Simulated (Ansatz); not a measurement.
Ansatz (a first-principles code) run on Al3Ir (P6_3/mmc, 8 atoms in the cell): zone-centre phonon calculation.

Computed with LDA (PW92), PAW files made with PBE (plane waves; Ansatz).

```
Al3Ir
1.0
    4.37347     0.00000     0.00000
   -2.18673     3.78753     0.00000
    0.00000     0.00000     7.92811
Al Ir
6 2
Direct
  0.00000   0.00000   0.25000
  0.00000   0.00000   0.75000
  0.33333   0.66667   0.57989
  0.66667   0.33333   0.42011
  0.66667   0.33333   0.07989
  0.33333   0.66667   0.92011
  0.33333   0.66667   0.25000
  0.66667   0.33333   0.75000
```

Reference input (self-consistent single point, DFT, PBEsol, plane waves, PAW files made with PBE): kpoints.mp_grid.grid = 7 7 4; hamiltonian.xc = pbesol; hamiltonian.pseudopotentials = {kind: paw} (an earlier, softer set of the program's PAW files); scf.occupations.method = gaussian; scf.occupations.width = 0.136 eV. This run's input differs from it in these lines:

Ansatz 0.2 input:
```diff
@@ -19,3 +19,3 @@
 hamiltonian:
-  xc: pbesol
+  xc: lda
   pseudopotentials:
@@ -27,6 +27,4 @@
     width: 0.136
-output:
-  forces: true
-  eigenvalues: true
-  stress: true
+phonons:
+  method: dfpt
```

Output, abridged:

```
SCF iter   1: F=—  HF=-26412.446715 eV  |F-HF|=—  |Δ(HF+E_count)|=         —  Δρ=4.07e-2  dr2=2.65e0  ethr=3.10e-3  ⟨swp⟩=6.9  Hψ=9187  notcnv=0
all-band conjugate gradients solve this SCF's bands
preconditioner: auto → Kerker (q_TF=auto, 2.338 Å⁻¹)
SCF iter   2: F=—  HF=-26411.725161 eV  |F-HF|=—  |Δ(HF+E_count)|=   7.22e-1  Δρ=2.49e-2  dr2=1.20e0  ethr=3.10e-3  ⟨swp⟩=2.0  Hψ=2825  notcnv=0  defer=100
   [... lines left out ...]
SCF iter   7: F=—  HF=-26411.225951 eV  |F-HF|=—  |Δ(HF+E_count)|=   3.96e-6  Δρ=1.38e-5  dr2=2.98e-7  ethr=1.77e-8  ⟨swp⟩=2.4  Hψ=2936  notcnv=0  defer=127
SCF iter   8: F=—  HF=-26411.225949 eV  |F-HF|=—  |Δ(HF+E_count)|=   1.87e-6  Δρ=1.90e-6  dr2=6.95e-9  ethr=5.73e-10  ⟨swp⟩=2.3  Hψ=2919  notcnv=0  defer=127
SCF iter   9: F=—  HF=-26411.225949 eV  |F-HF|=—  |Δ(HF+E_count)|=   1.18e-9  Δρ=2.46e-7  dr2=7.90e-11  ethr=1.34e-11  ⟨swp⟩=2.3  Hψ=2748  notcnv=0  defer=127
SCF iter  10: F=-26411.225949 eV  HF=-26411.225949 eV  |F-HF|=1.09e-11  |Δ(HF+E_count)|=  1.46e-11  Δρ=5.22e-8  dr2=4.94e-12  ethr=1.00e-12  ⟨swp⟩=11.2  Hψ=10066  notcnv=0
SCF 1 converged in 10 iterations: F = -26411.225949 eV  dr2 = 4.94e-12
DFPT response loops at Γ: preconditioner auto → Kerker (q_TF=auto, 2.338 Å⁻¹) (partly filled bands, converged f_vac=0.000) …
Free energy (F): -26411.225949 eV
Internal energy: -26411.207110 eV  (E = F + TS)
E sigma→0 (E₀):  -26411.216529 eV
Entropy (-TS):   -0.018839 eV (-2.355 meV/atom)
Fermi energy:    11.421956 eV
--- Phonons (Γ-DFPT): 6 representative perturbations + reference, on 60 of 196 k-points (Σ response iterations 18) ---
   [... lines left out ...]
  ASR residual per site (eV/Å²): 5.54e-6 5.54e-6 6.00e-6 6.00e-6 6.00e-6 6.00e-6 1.05e-4 1.05e-4
  Γ frequencies (cm⁻¹): 0.00 0.00 0.00 57.93 57.93 119.25 122.95 122.95 124.39 124.39 175.55 188.96 230.89 233.56 233.56 233.59 233.59 239.61 332.08 332.08 333.68 334.68 334.68 365.32
  non-analytic LO–TO correction: not included (Born effective charges unavailable; polar crystals: no LO–TO splitting at Γ)
```

The run converged in 10 iterations. 

Summary of the result:
- Free energy E − TS (on the zero of these files) = -26411.2259 eV
- Fermi level (on the code's own zero) = 11.42 eV
- Zone-centre frequencies (cm⁻¹; negative means imaginary) = 0, 0, 0, 58, 58, 119, 123, 123, 124, 124, 176, 189, 231, 234, 234, 234, 234, 240, 332, 332, 334, 335, 335, 365

The starting cell comes from a database of computed structures (which also holds hypothetical and non-ambient phases and stackings), without a prior relaxation at this level. Its lattice was rescaled by a random factor within 2.5 % of one. Spin polarisation is off.

Cost on one core of a shared machine: roughly 2 min.
